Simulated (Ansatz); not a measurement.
Worked example: self-consistent single point of BaTiO3 (P4mm, 5 atoms in the cell) in Ansatz (a quantum-chemistry and plane-wave program).

Method of the run: PBE (plane waves, PAW; Ansatz).

The change in words: lattice scaled by 0.98. Reference geometry:
```yaml
crystal:
  lattice:
    - [3.99000, 0.00000, 0.00000]
    - [0.00000, 3.99000, 0.00000]
    - [0.00000, 0.00000, 4.04000]
  atoms:
    - { symbol: Ba, position: [0.00000, 0.00000, 0.00000] }
    - { symbol: Ti, position: [0.50000, 0.50000, 0.51300] }
    - { symbol: O, position: [0.50000, 0.50000, 0.97700] }
    - { symbol: O, position: [0.00000, 0.50000, 0.48700] }
    - { symbol: O, position: [0.50000, 0.00000, 0.48700] }
```

Reference input (self-consistent single point, DFT, PBE, plane waves, default PAW files): basis.ecutwfc = 420 eV; kpoints.mp_grid.grid = 7 7 7; hamiltonian.xc = pbe; hamiltonian.pseudopotentials = {kind: paw} (the program's default PAW files); scf.occupations.method = fermi_dirac; scf.occupations.width = 0.05 eV. This run's input differs from it in these lines:

```diff
@@ -3,5 +3,5 @@
   lattice:
-    - [3.990000, 0.000000, 0.000000]
-    - [0.000000, 3.990000, 0.000000]
-    - [0.000000, 0.000000, 4.040000]
+    - [3.910200, 0.000000, 0.000000]
+    - [0.000000, 3.910200, 0.000000]
+    - [0.000000, 0.000000, 3.959200]
   atoms:
```

Output (repeated stretches shortened):

```
SCF iter   1: F=—  HF=-10159.385725 eV  |F-HF|=—  |Δ(HF+E_count)|=         —  Δρ=1.69e-3  dr2=8.96e-4  ethr=1.77e-3  ⟨swp⟩=6.0  Hψ=5007  notcnv=0
all-band conjugate gradients solve this SCF's bands
preconditioner: auto → Resta (q_TF=auto, 2.546 Å⁻¹)
SCF iter   2: F=—  HF=-10159.385954 eV  |F-HF|=—  |Δ(HF+E_count)|=   2.29e-4  Δρ=8.47e-4  dr2=2.60e-4  ethr=2.24e-6  ⟨swp⟩=2.0  Hψ=2077  notcnv=0
SCF iter   3: F=—  HF=-10159.386077 eV  |F-HF|=—  |Δ(HF+E_count)|=   1.23e-4  Δρ=1.26e-4  dr2=1.79e-5  ethr=6.49e-7  ⟨swp⟩=2.8  Hψ=1640  notcnv=0  defer=1
SCF iter   4: F=—  HF=-10159.385474 eV  |F-HF|=—  |Δ(HF+E_count)|=   6.03e-4  Δρ=5.95e-5  dr2=2.38e-6  ethr=4.47e-8  ⟨swp⟩=2.0  Hψ=1761  notcnv=0  defer=1
SCF iter   5: F=—  HF=-10159.385474 eV  |F-HF|=—  |Δ(HF+E_count)|=   5.80e-9  Δρ=2.34e-5  dr2=2.09e-7  ethr=5.96e-9  ⟨swp⟩=2.6  Hψ=1746  notcnv=0  defer=1
SCF iter   6: F=-10159.385474 eV  HF=-10159.385474 eV  |F-HF|=1.08e-9  |Δ(HF+E_count)|=   1.92e-8  Δρ=4.81e-6  dr2=7.77e-9  ethr=2.50e-10  ⟨swp⟩=7.9  Hψ=4442  notcnv=0
SCF 1 converged in 6 iterations: F = -10159.385474 eV  dr2 = 7.77e-9
Free energy (F): -10159.385474 eV
Internal energy: -10159.385474 eV  (E = F + TS)
E sigma→0 (E₀):  -10159.385474 eV
Fermi energy:    12.199474 eV
--- Forces (eV/Å), atoms counted from 1 ---
  atom   1  Ba    -0.00000000     0.00000000    -0.02452381
  atom   2  Ti     0.00000000     0.00000000    -0.20735316
  atom   3  O      0.00000000     0.00000000     0.40471091
  atom   4  O      0.00000000     0.00000000    -0.08641564
  atom   5  O     -0.00000000     0.00000000    -0.08641564
--- Stress (GPa, compression-positive) ---
       14.711222       0.000000      -0.000000
        0.000000      14.711222       0.000000
       -0.000000       0.000000      14.960155
  P = ⅓ Tr σ = 14.7942 GPa (147.942 kbar)
  The stress holds the Pulay correction. Without it, at fixed plane waves, as pw.x and ABINIT print it: P = 14.2180 GPa
```

The run converged in 6 iterations. Against the reference run the free energy rises by 40.0 meV/atom, the pressure goes from 2.81 to 14.79 GPa, the largest force goes from 0.187 to 0.405 eV/Å and the gap on the mesh goes from 1.942 to 2.078 eV.

The starting cell has typed, rounded lattice constants, without a prior relaxation at this level. For this run, on top of that: lattice scaled by 0.98. With a pressure of about 15 GPa the cell is away from its equilibrium volume at this level. Ansatz's pressure includes its estimate of the finite-basis (Pulay) stress. Without the estimate this run gives 14.22 GPa.

Keys are those of Ansatz 0.2.
